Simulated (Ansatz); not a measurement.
By PBEsol, the system below comes out a metal.

A figure of merit of an interconnect metal is its ballistic conductance per area.

Given:

```
CELL_PARAMETERS angstrom
      2.81075     0.00000     0.00000
      0.00000     4.06642     0.00000
      0.00000     0.00000     2.81075
ATOMIC_POSITIONS crystal
  Ti 0.50000 0.50000 0.50000
  Al 0.00000 0.00000 0.00000
```

Space group of this cell: P4/mmm. The cell is taken as given; by PBEsol its mean pressure is -2.1 GPa.

The current flows along the normal of the first two printed cell vectors, the (100) plane of the conventional cell. No spin-orbit coupling; the value is a mean over 0.1 eV about the Fermi level.

Task: State the ballistic conductance per area according to PBEsol run with Ansatz (a quantum-chemistry and plane-wave program).

Result: 0.86 × 10¹⁵ S/m² for both spins.
